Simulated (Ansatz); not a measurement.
Input for Pb(Se,Te) alloy cell Pb4SeTe3 (rock salt start):

Ansatz 0.2 input:
```yaml
crystal:
  lattice:
    - [0.000040587, 6.485770945, 6.484495189]
    - [6.485742966, -0.000039157, 6.484574932]
    - [6.485628105, 6.485735832, 0.000075713]
  atoms:
    - { symbol: Pb, position: [0.000319316, 0.000649998, 0.018088248] }
    - { symbol: Pb, position: [-0.00071922, -0.002158509, 0.488616364] }
    - { symbol: Pb, position: [-0.010270418, 0.492170447, 0.005574939] }
    - { symbol: Pb, position: [0.007165239, 0.506755154, 0.489574267] }
    - { symbol: Pb, position: [0.497714574, -0.005814747, 0.00919747] }
    - { symbol: Pb, position: [0.507685496, 0.007611444, 0.495839383] }
    - { symbol: Pb, position: [0.496516828, 0.499178803, 0.013887324] }
    - { symbol: Pb, position: [0.496639339, 0.50137737, 0.482071613] }
    - { symbol: Te, position: [0.251304084, 0.250064583, 0.248338218] }
    - { symbol: Te, position: [0.252526442, 0.251577698, 0.749509334] }
    - { symbol: Se, position: [0.250568096, 0.750431807, 0.255013955] }
    - { symbol: Te, position: [0.248824408, 0.749767397, 0.751021525] }
    - { symbol: Se, position: [0.746494482, 0.248030893, 0.246192953] }
    - { symbol: Te, position: [0.752325466, 0.25133941, 0.746429398] }
    - { symbol: Te, position: [0.754069812, 0.751074958, 0.252274064] }
    - { symbol: Te, position: [0.749903255, 0.750247092, 0.752900245] }
basis:
  ecutwfc: 420
  ecutrho_ratio: 4
  xc_grid: 2
kpoints:
  mp_grid: { grid: [4, 4, 4] }
hamiltonian:
  xc: pbe
  dispersion: none
  pseudopotentials: { kind: paw }
scf:
  n_extra_bands: 18
  occupations: { method: fermi_dirac, width: 0.01 }
output:
  forces: true
  stress: true
  eigenstates:
    kpoints:
      - [0.0, 0.0, 0.0]
      - [-0.15, 0.0, -0.15]
      - [0.0, -0.15, -0.15]
    e_range: [-4.0, 6.0]
    localisation: true
relax:
  f_tol: 0.03
  max_steps: 90
  cell: { stress_tol: 0.15 }
```

Level of theory: PBE (plane waves to 420 eV, PAW; Ansatz, a program for electronic structure). No spin–orbit coupling. Its k-point mesh 4×4×4, Fermi–Dirac width 0.01 eV.

Task: Write the closing report of this run, without the band table and long remarks, to eight decimals at most.

Result: 
```
SCF converged after 4 iterations
Free energy (F): -148076.195800 eV
Harris-Foulkes:  -148076.195800 eV  (|F-HF|=9.31e-9)
Internal energy: -148076.195800 eV  (E = F + TS)
E sigma→0 (E₀):  -148076.195800 eV
Fermi energy:    8.246583 eV
--- Per-component energies (eV) ---
  E_band       = -2914.584393
  E_kinetic    = 3611.944548
  E_local      = -22167.281125  (includes V_loc(G=0)·N_el)
  E_nonlocal   = -253.166223
  E_hartree    = 11135.351410
  E_xc         = -2719.813777
  E_vxc        = -1878.639619  (∫ρ·V_xc dr)
  E_paw        = -115028.593866  (= ΣΔE_a)
  E_vpaw       = -4498.145817  (= ΣTr[D̂ρ^β])
  E_aug_tail   = -0.001806  (compensation charges beyond the density's cutoff)
  E_ewald      = -22654.634961
  E_smearing   = 0.000000  (= −TS)
  E_closure    = 0.000000  (closes the sum)
  Σ components = -148076.195800   (vs F -148076.195800, Δ=0.00e0)
--- Forces (eV/Å), atoms counted from 1 ---
  atom   1  Pb     0.00043890     0.00002746     0.00019230
  atom   2  Pb    -0.00076888    -0.00134065     0.00002931
  atom   3  Pb     0.00027702    -0.00045367    -0.00207459
  atom   4  Pb    -0.00049922     0.00030427     0.00226843
  atom   5  Pb     0.00017219    -0.00053369    -0.00216543
  atom   6  Pb    -0.00042924     0.00039698     0.00207034
  atom   7  Pb     0.00096258     0.00025225     0.00014088
  atom   8  Pb    -0.00071842    -0.00045364     0.00007992
  atom   9  Te    -0.00253564    -0.00096585     0.00009956
  atom  10  Te     0.00125154     0.00277455    -0.00011903
  atom  11  Se    -0.00075758     0.00093169     0.00501657
  atom  12  Te     0.00247683    -0.00177019    -0.00536012
  atom  13  Se    -0.00098038     0.00077031     0.00507800
  atom  14  Te     0.00238928    -0.00173802    -0.00529054
  atom  15  Te    -0.00251339    -0.00087438     0.00010911
  atom  16  Te     0.00123353     0.00267330    -0.00007516
  max |Σ_I F_I| component: 8.72e-7 eV/Å
--- Stress (GPa, compression-positive) ---
        0.007520      -0.005675      -0.001765
       -0.005675       0.008832       0.001854
       -0.001765       0.001854      -0.000192
  P = ⅓ Tr σ = 0.0054 GPa (0.054 kbar)
--- Relaxed structure (5 steps of the walk, 5 accepted, 1 SCFs on fresh bases) ---
  F+E_penalty+E_count = -148076.19579990 eV   max|allowed force component| = 5.360e-3 eV/Å   (the final SCF, on the basis selected at the relaxed cell)
  cell:  # Å, volume = 548.6051 Å³
    - [-0.02556617, 6.50467781, 6.51560758]
    - [6.48281508, -0.00240787, 6.49244510]
    - [6.48102158, 6.47972674, -0.00061437]
  atoms:
    - { symbol: Pb, position: [-0.01143433, 0.01148491, 0.01120152] }
    - { symbol: Pb, position: [-0.01139430, 0.01144828, 0.49013735] }
    - { symbol: Pb, position: [-0.01174569, 0.48654308, 0.01298160] }
    - { symbol: Pb, position: [-0.00102079, 0.49783274, 0.50197050] }
    - { symbol: Pb, position: [0.48824721, -0.01344544, 0.01297507] }
    - { symbol: Pb, position: [0.49900632, -0.00215588, 0.50195469] }
    - { symbol: Pb, position: [0.48861671, 0.51144020, 0.01116303] }
    - { symbol: Pb, position: [0.48853435, 0.51151568, 0.49007725] }
    - { symbol: Te, position: [0.25844427, 0.24874758, 0.24647153] }
    - { symbol: Te, position: [0.25843372, 0.24874422, 0.74685050] }
    - { symbol: Se, position: [0.26158677, 0.74756055, 0.24563766] }
    - { symbol: Te, position: [0.25766913, 0.74877482, 0.74705252] }
    - { symbol: Se, position: [0.76158984, 0.24755300, 0.24567248] }
    - { symbol: Te, position: [0.75765535, 0.24877232, 0.74705871] }
    - { symbol: Te, position: [0.75843655, 0.74875033, 0.24646602] }
    - { symbol: Te, position: [0.75844210, 0.74873741, 0.74685886] }
```

Cost: roughly 27 core-minutes.
